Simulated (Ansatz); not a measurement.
# Worked example: self-consistent single point of CaSiAu (P3m1, 3 atoms in the cell) in Ansatz

Computed with LDA (PW92), default PAW files made with PBE (plane waves; Ansatz, a first-principles code).

Input as run:

Ansatz 0.2 input:
```yaml
# CaSiAu
crystal:
  lattice:
    - [4.305952, 0.000000, 0.000000]
    - [-2.152976, 3.729064, 0.000000]
    - [0.000000, 0.000000, 3.922788]
  atoms:
    - { symbol: Ca, position_ang: [0.000000, 0.000000, 0.050000] }
    - { symbol: Si, position_ang: [2.152978, 1.243020, 1.961394] }
    - { symbol: Au, position_ang: [-0.000002, 2.486044, 1.961394] }
basis:
  ecutwfc: 420.0 eV
kpoints:
  mp_grid:
    grid: [9, 9, 9]
hamiltonian:
  xc: lda
  pseudopotentials:
    kind: paw
scf:
  occupations:
    method: fermi_dirac
    width: 0.1 eV
output:
  forces: true
  eigenvalues: true
  stress: true
```

Output, abridged:

```
WARN the atoms were moved onto the symmetric positions of the space group found under crystal.symmetry.tolerance 1.0e-5 (fractional …
WARN ansatz: RAYON_NUM_THREADS=1 ignored (pool sized by the plan → 1); use --threads N
Pseudopotentials: kind: paw
Pseudopotential: Ca, paw, valence charge 10
Pseudopotential: Si, paw, valence charge 4
Pseudopotential: Au, paw, valence charge 19
Crystal: 3 atoms, lattice volume = 62.989 Å³
Basis set: ecut = 420 eV, 1207 PW (Γ)
Bands: 21, of which v1, the nominal top of the filled ones, is band 17 counted from 1 (16 counted from 0)
Symmetry: 6 space group operations
Space group: P3m1 (ITA 156), of the structure as read, at distance tolerance 4.0e-5 Å
k-points: 88 of 729 (time reversal used)
PAW frozen core: Ca, regenerated for the run's functional, and the local potential with it
PAW frozen core: Si, regenerated for the run's functional, and the local potential with it
PAW frozen core: Au, regenerated for the run's functional, and the local potential with it
Initial density: superposition of atomic densities (neutral atoms: chi_scale 0, normalization atom), corrected by the library's trained network
Initial wavefunctions: pseudopotential atomic-orbital guess
Eigensolver: davidson
Functional: x = slater, c = lda
SCF iter   1: F=—  HF=-15248.388816 eV  |F-HF|=—  |Δ(HF+E_count)|=         —  Δρ=5.22e-3  dr2=1.08e-2  ethr=1.77e-3  ⟨swp⟩=6.4  Hψ=9728  notcnv=0
all-band conjugate gradients solve this SCF's bands
preconditioner: auto → Kerker (q_TF=auto, 2.450 Å⁻¹)
SCF iter   2: F=—  HF=-15248.387568 eV  |F-HF|=—  |Δ(HF+E_count)|=   1.25e-3  Δρ=2.99e-3  dr2=4.36e-3  ethr=3.28e-5  ⟨swp⟩=1.5  Hψ=2661  notcnv=0
SCF iter   3: F=—  HF=-15248.386882 eV  |F-HF|=—  |Δ(HF+E_count)|=   6.86e-4  Δρ=9.35e-4  dr2=7.33e-4  ethr=1.32e-5  ⟨swp⟩=2.0  Hψ=2952  notcnv=0
SCF iter   4: F=—  HF=-15248.386737 eV  |F-HF|=—  |Δ(HF+E_count)|=   1.45e-4  Δρ=2.60e-4  dr2=4.97e-5  ethr=2.22e-6  ⟨swp⟩=2.3  Hψ=2772  notcnv=0
SCF iter   5: F=—  HF=-15248.386729 eV  |F-HF|=—  |Δ(HF+E_count)|=   7.81e-6  Δρ=8.01e-5  dr2=7.20e-6  ethr=1.51e-7  ⟨swp⟩=1.0  Hψ=1864  notcnv=0
SCF iter   6: F=—  HF=-15248.386728 eV  |F-HF|=—  |Δ(HF+E_count)|=   1.34e-6  Δρ=2.61e-5  dr2=6.67e-7  ethr=2.18e-8  ⟨swp⟩=2.5  Hψ=2659  notcnv=0
SCF iter   7: F=-15248.386727 eV  HF=-15248.386727 eV  |F-HF|=3.57e-8  |Δ(HF+E_count)|=   1.44e-7  Δρ=7.19e-6  dr2=4.95e-8  ethr=3.03e-10  ⟨swp⟩=6.0  Hψ=8526  notcnv=0
SCF 1 converged in 7 iterations: F = -15248.386727 eV  dr2 = 4.95e-8
SCF converged after 7 iterations
Free energy (F): -15248.386727 eV
Harris-Foulkes:  -15248.386727 eV  (|F-HF|=3.57e-8)
Internal energy: -15248.337466 eV  (E = F + TS)
E sigma→0 (E₀):  -15248.362097 eV
Entropy (-TS):   -0.049261 eV (-16.420 meV/atom)
Fermi energy:    10.965727 eV
--- Per-component energies (eV) ---
  E_band       = -487.197918
  E_kinetic    = 923.240057
  E_local      = -3425.054422  (includes V_loc(G=0)·N_el)
  E_nonlocal   = 171.010537
  E_hartree    = 1385.776114
  E_xc         = -418.349826
  E_vxc        = -494.266036  (∫ρ·V_xc dr)
  E_paw        = -10723.883076  (= ΣΔE_a)
  E_vpaw       = -433.668415  (= ΣTr[D̂ρ^β])
  E_aug_tail   = 0.001277  (compensation charges beyond the density's cutoff)
  E_ewald      = -3161.968339
  E_core_change = 0.890214  (= ΣΔE_core)
  E_smearing   = -0.049261  (= −TS)
  E_closure    = -0.000000  (closes the sum)
  Σ components = -15248.386727   (vs F -15248.386727, Δ=0.00e0)
--- Forces (eV/Å), atoms counted from 1 ---
  atom   1  Ca    -0.00000000     0.00000000    -0.17391372
  atom   2  Si    -0.00000000     0.00000000     0.08809835
  atom   3  Au     0.00000000    -0.00000000     0.08579941
  max |Σ_I F_I| component: 1.60e-5 eV/Å
--- Stress (GPa, compression-positive) ---
       -3.834618       0.000000      -0.000000
        0.000000      -3.834618      -0.000000
       -0.000000      -0.000000      -2.586324
  P = ⅓ Tr σ = -3.4185 GPa (-34.185 kbar)
  The stress holds the Pulay correction. Without it, at fixed plane waves, as pw.x and ABINIT print it: P = -3.4428 GPa
--- Band table (eV; the first three rows and the last of 88) ---
  k-point 0: bands = ["-95.5569", "-46.8981", "-46.8981", "-46.7428", "-29.3455", "-10.6190", "-10.6190", "-10.5964", "1.0769", "5.0154", "5.0154", "5.7317", "6.2781", "6.2781", "11.2754", "11.4824", "11.4824", "11.8578", "13.6773", "15.0046", "15.0046"]
  k-point 1: bands = ["-95.5569", "-46.8980", "-46.8980", "-46.7430", "-29.3448", "-10.6178", "-10.6178", "-10.6094", "1.1597", "5.0094", "5.0094", "5.8012", "6.2490", "6.2490", "10.5750", "11.5953", "11.5953", "12.0839", "13.9652", "14.6162", "14.6162"]
  k-point 2: bands = ["-95.5569", "-46.8980", "-46.8980", "-46.7435", "-29.3430", "-10.6421", "-10.6149", "-10.6149", "1.3822", "4.9956", "4.9956", "6.0000", "6.1748", "6.1748", "9.3945", "11.9211", "11.9211", "12.4800", "14.1458", "14.1458", "14.4401"]
  k-point 87: bands = ["-95.5569", "-46.8985", "-46.8984", "-46.7443", "-29.3366", "-10.6801", "-10.6491", "-10.6422", "3.0732", "5.2149", "5.6278", "5.6944", "5.8530", "7.1758", "7.2700", "8.6610", "9.9793", "11.0225", "15.1047", "15.6175", "15.6287"]
```

The run converged in 7 iterations.

The starting cell comes from a database of computed structures (which also holds hypothetical and non-ambient phases and stackings), without a prior relaxation at this level. Its lattice was rescaled by up to half a per cent. One atom was moved a little off its site on purpose. Spin-orbit coupling is off. With a pressure of about -3 GPa the cell is away from its equilibrium volume at this level. Ansatz's pressure includes its estimate of the finite-basis (Pulay) stress.
